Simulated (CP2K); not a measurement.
Band structure of KAu5 (P6/mmm, 6 atoms in the cell).

```xyz
6
Lattice="5.6388 0.0000 0.0000 -2.8194 4.8833 0.0000 0.0000 0.0000 4.4459" Properties=species:S:1:pos:R:3 pbc="T T T"
K      0.0000     0.0000     0.0000
Au     2.8194     1.6278     0.0000
Au     0.0000     3.2556     0.0000
Au     2.8194     0.0000     2.2230
Au     1.4097     2.4417     2.2230
Au    -1.4097     2.4417     2.2230
```

Method of the run: CP2K with LDA (Pade form), GPW, DZVP-MOLOPT-SR-GTH basis, GTH-PADE potentials (GTH_POTENTIALS).

Settings: CUTOFF = 500 Ry; REL_CUTOFF = 50 Ry; SMEAR/METHOD = GAUSSIAN; SIGMA = 0.1 eV; KPOINTS/SCHEME = MONKHORST-PACK 6 6 6; GAMMA_CENTERED = T; XC_FUNCTIONAL = PADE; K/BASIS_SET = DZVP-MOLOPT-SR-GTH; K/POTENTIAL = GTH-PADE-q9; Au/BASIS_SET = DZVP-MOLOPT-SR-GTH; Au/POTENTIAL = GTH-PADE-q11; METHOD = GPW; EPS_DEFAULT = 1e-11; EXTRAPOLATION = USE_GUESS.

The starting cell comes from a database of computed structures (which also holds hypothetical and non-ambient phases and stackings), without a prior relaxation at this level. Its lattice was rescaled by a random factor within 2.5 % of one. Spin-orbit coupling is off. Values carry the incompleteness of an atom-centred basis.

Levels in eV from the Fermi level, bands 29 to 34:
| point | 29 | 30 | 31 | 32 | 33 | 34 |
|---|---|---|---|---|---|---|
| Γ | -1.54 | -1.54 | -0.87 | 0.93 | 1.37 | 1.37 |
| M | -2.97 | -2.84 | -1.56 | 0.30 | 0.30 | 3.19 |
| K | -2.75 | -2.75 | -2.03 | -1.57 | 3.35 | 3.35 |
| A | -1.72 | -1.67 | -1.67 | -0.24 | 1.36 | 1.36 |
| L | -2.56 | -1.96 | -1.79 | -1.70 | -0.64 | 1.89 |
| H | -2.90 | -2.18 | -2.18 | -1.03 | -1.03 | 1.06 |

Bands cross the Fermi level along this path, so the cell is metallic at this level.

Higher empty bands are left out: an atom-centred basis made for the valence describes them poorly.
